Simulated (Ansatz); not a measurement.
Input:

```yaml
crystal:
  lattice:
    - [0.03466, 3.04079, 3.04079]
    - [3.04079, 0.03466, 3.04079]
    - [3.07545, 3.07545, 0.00000]
  atoms:
    - { symbol: Cd, position: [0.00242, 0.00242, 0.99758] }
    - { symbol: Se, position: [0.24758, 0.24758, 0.25242] }
```

No spin polarisation.

Method: PBEsol (Ansatz, a quantum-chemistry and plane-wave program), no SOC. k-mesh 9×9×9 (Γ-centred); smearing 0.05 eV (Fermi–Dirac).

**Question.** Predict the gap character.

**Answer.** Direct at Γ.

**Question.** What valence-band top at Γ (three highest levels, from the VBM) does the calculation give?

**Answer.** 0.00, -0.06, -0.10 eV.

**Question.** What band gap does the calculation give?

**Answer.** 0.43 eV.

**Question.** Estimate the stress (xx, yy, zz, yz, xz, xy; compression positive).

**Answer.** (0.00, 0.00, 0.00, 0.00, 0.00, -0.51) GPa.

The cells carry an imposed strain or load. Stability against distortions was not tested. The cell was made from CdSe in the zinc blende structure (space group F-43m, No. 216) by this change: tensor shear ε_xy = +1.14 %.
